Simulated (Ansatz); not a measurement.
A calculation on MoN₂ (P4/mbm, No. 127; start mp-1080193) returned lattice constant a 4.264 Å, lattice parameter c 2.708 Å, bulk modulus 393 GPa, cohesive energy 6.98 eV/atom.

Task: Which level of theory produced these numbers?
A) PBE (Ansatz (an electronic-structure program))
B) LDA (Ansatz)
C) r²SCAN (Ansatz)
D) PBEsol (Ansatz)

Result: B, LDA (Ansatz)

The others give: r²SCAN 4.318 Å, 2.740 Å, 360 GPa, 5.05 eV/atom; PBE 4.334 Å, 2.752 Å, 336 GPa, 5.51 eV/atom; PBEsol 4.290 Å, 2.725 Å, 372 GPa, 6.14 eV/atom.

Unless a cell is named, each level is at its own relaxed cell (LDA 8.21, PBE 8.61, PBEsol 8.36, r²SCAN 8.52 Å³/atom).

Caveats: the bulk modulus is −V dP/dV from two relaxed cells at ±2 % in volume (r²SCAN, PBE, PBEsol, LDA); the relaxation could not lower the start's symmetry, so the cell can be a saddle point above a distorted one (r²SCAN, PBE, PBEsol, LDA). Ansatz's density-functional and Hartree–Fock values are scalar-relativistic unless marked +SOC, with PAW data made under PBE.

A start named mp-… is a Materials Project structure, which can be a computed phase never made.
